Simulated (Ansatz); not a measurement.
Worked example: self-consistent single point of HfAl₅Ni₂ (P1, 8 atoms in the cell) in Ansatz (an electronic-structure program).

Method: LDA (PW92), PAW files made with PBE (plane waves; Ansatz).

The change in words: atoms moved at random. Reference geometry:
```
CELL_PARAMETERS angstrom
     -1.99008     1.99008     7.19928
      1.99008    -1.99008     7.19928
      1.99008     1.99008    -7.19928
ATOMIC_POSITIONS crystal
  Hf 0.00000 0.00000 0.00000
  Al 0.64739 0.14739 0.50000
  Al 0.35261 0.85261 0.50000
  Al 0.14739 0.64739 0.50000
  Al 0.85261 0.35261 0.50000
  Al 0.50000 0.50000 0.00000
  Ni 0.24008 0.24008 0.00000
  Ni 0.75992 0.75992 0.00000
```

Reference input (self-consistent single point, DFT, LDA (PW92), plane waves, PAW files made with PBE): basis.ecutwfc = 30.9 Ry; kpoints.mp_grid.grid = 7 7 7; hamiltonian.xc = lda; hamiltonian.pseudopotentials = {kind: paw} (the program's default PAW files); scf.occupations.method = fermi_dirac; scf.occupations.width = 0.0073 Ry. This run's input differs from it in these lines:

Ansatz 0.2 input:
```diff
@@ -6,10 +6,10 @@
   atoms:
-    - { symbol: Hf, position: [0.00000000, 0.00000000, 0.00000000] }
-    - { symbol: Al, position: [0.64739000, 0.14739000, 0.50000000] }
-    - { symbol: Al, position: [0.35261000, 0.85261000, 0.50000000] }
-    - { symbol: Al, position: [0.14739000, 0.64739000, 0.50000000] }
-    - { symbol: Al, position: [0.85261000, 0.35261000, 0.50000000] }
-    - { symbol: Al, position: [0.50000000, 0.50000000, 0.00000000] }
-    - { symbol: Ni, position: [0.24008000, 0.24008000, 0.00000000] }
-    - { symbol: Ni, position: [0.75992000, 0.75992000, 0.00000000] }
+    - { symbol: Hf, position: [-0.00334400, 0.00180100, -0.00346100] }
+    - { symbol: Al, position: [0.62618700, 0.13150600, 0.47269000] }
+    - { symbol: Al, position: [0.36934100, 0.84885900, 0.50538400] }
+    - { symbol: Al, position: [0.13383000, 0.61670100, 0.46875600] }
+    - { symbol: Al, position: [0.85978000, 0.37186300, 0.51260500] }
+    - { symbol: Al, position: [0.48993200, 0.51281000, 0.00478600] }
+    - { symbol: Ni, position: [0.24188100, 0.25915100, 0.02279600] }
+    - { symbol: Ni, position: [0.78239300, 0.75730800, 0.01644400] }
 basis:
```

Output, abridged:

```
SCF iter   1: F=—  HF=-29600.870121 eV  |F-HF|=—  |Δ(HF+E_count)|=         —  Δρ=2.80e-1  dr2=1.62e2  ethr=3.10e-3  ⟨swp⟩=7.2  Hψ=32364  notcnv=0
all-band conjugate gradients solve this SCF's bands
preconditioner: auto → Kerker (q_TF=auto, 2.555 Å⁻¹)
SCF iter   2: F=—  HF=-29596.116373 eV  |F-HF|=—  |Δ(HF+E_count)|=    4.75e0  Δρ=1.32e-1  dr2=4.52e1  ethr=3.10e-3  ⟨swp⟩=3.0  Hψ=16347  notcnv=0
   [... lines left out ...]
SCF iter   9: F=—  HF=-29593.013113 eV  |F-HF|=—  |Δ(HF+E_count)|=   3.33e-5  Δρ=1.38e-4  dr2=1.80e-5  ethr=3.72e-7  ⟨swp⟩=2.2  Hψ=12421  notcnv=0  defer=18
SCF iter  10: F=—  HF=-29593.013117 eV  |F-HF|=—  |Δ(HF+E_count)|=   4.75e-6  Δρ=7.25e-5  dr2=4.21e-6  ethr=2.33e-8  ⟨swp⟩=2.1  Hψ=14432  notcnv=0  defer=18
SCF iter  11: F=—  HF=-29593.013117 eV  |F-HF|=—  |Δ(HF+E_count)|=   7.96e-7  Δρ=2.11e-5  dr2=3.41e-7  ethr=5.47e-9  ⟨swp⟩=2.0  Hψ=12628  notcnv=0  defer=18
SCF iter  12: F=-29593.013117 eV  HF=-29593.013117 eV  |F-HF|=3.21e-9  |Δ(HF+E_count)|=   3.90e-8  Δρ=3.92e-6  dr2=1.19e-8  ethr=1.30e-10  ⟨swp⟩=7.8  Hψ=36581  notcnv=0
SCF 1 converged in 12 iterations: F = -29593.013117 eV  dr2 = 1.19e-8
Free energy (F): -29593.013117 eV
Internal energy: -29592.942326 eV  (E = F + TS)
E sigma→0 (E₀):  -29592.977721 eV
Entropy (-TS):   -0.070790 eV (-8.849 meV/atom)
Fermi energy:    12.548436 eV
--- Forces (eV/Å), atoms counted from 1 ---
  atom   1  Hf     0.09865293    -0.05410904    -0.21109201
  atom   2  Al     0.00283599     0.56818766     0.79833125
  atom   3  Al     0.38959593    -0.19326257    -0.61441452
  atom   4  Al     1.11344644    -0.04783401     0.79400632
  atom   5  Al    -0.56445037     0.08454673    -0.93032118
  atom   6  Al    -0.49855889     0.19098443     0.06845307
  atom   7  Ni    -0.83118555    -0.22831636     0.10985497
  atom   8  Ni     0.28967796    -0.32020420    -0.01480680
--- Stress (GPa, compression-positive) ---
       -4.667150      -0.295220      -0.732242
       -0.295220      -4.801908       0.023321
       -0.732242       0.023320      -3.345184
  P = ⅓ Tr σ = -4.2714 GPa (-42.714 kbar)
  The stress holds the Pulay correction. Without it, at fixed plane waves, as pw.x and ABINIT print it: P = -4.3048 GPa
```

The run converged in 12 iterations. Against the reference run the free energy rises by 39.8 meV/atom, the pressure stays near -4.27 GPa while the zz stress (positive for compression) goes from -4.04 to -3.35 GPa and the largest force goes from 0.113 to 1.368 eV/Å.

The starting cell comes from a database of computed structures (which also holds hypothetical and non-ambient phases and stackings), without a prior relaxation at this level. For this run, on top of that: atoms moved at random. Spin polarisation is off. With a pressure of about -4 GPa the cell is away from its equilibrium volume at this level. Forces in this geometry exceed 1 eV/Å. Ansatz's pressure includes its estimate of the finite-basis (Pulay) stress.

Cost on one core of a shared machine: roughly 60 s.
